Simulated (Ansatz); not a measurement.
YN: point defects

The parent structure is an 8-atom supercell of YN in the rock salt structure (space group Fm-3m, No. 225; a = 4.9060 Å) at its relaxed geometry.

One neutral defect a cell, atoms relaxed at fixed cell.

Computed with PBE in Ansatz (plane waves to 420 eV, PAW, no spin-orbit coupling), earlier PAW set.

| variant | pressure | largest displacement of a host atom from its site in the perfect cell |
|---|---|---|
| perfect supercell | 0.0 GPa | – |
| Y on a N site (antisite), symmetric start | 21.2 GPa | 0.00 Å |
| H interstitial (started 2.12 Å from the nearest host atom) | 2.8 GPa | 0.08 Å |
| N vacancy | (withheld) | 0.00 Å |

Task: Complete the table.

Result: 
- N vacancy, pressure: 0.3 GPa

Other magnetic orders, which the real material may have, were not ruled out. In so small a cell the defect repeats every few ångströms: this is an ordered compound, not a dilute defect. The mesh was chosen for an insulator and is coarse for the gapless case. Defects with a symmetric start kept the site's symmetry and may sit on a saddle; the others started slightly shaken. Seeded moments were not kept for H interstitial (started 2.12 Å from the nearest host atom) and N vacancy.

Ansatz is a quantum-chemistry and plane-wave program.
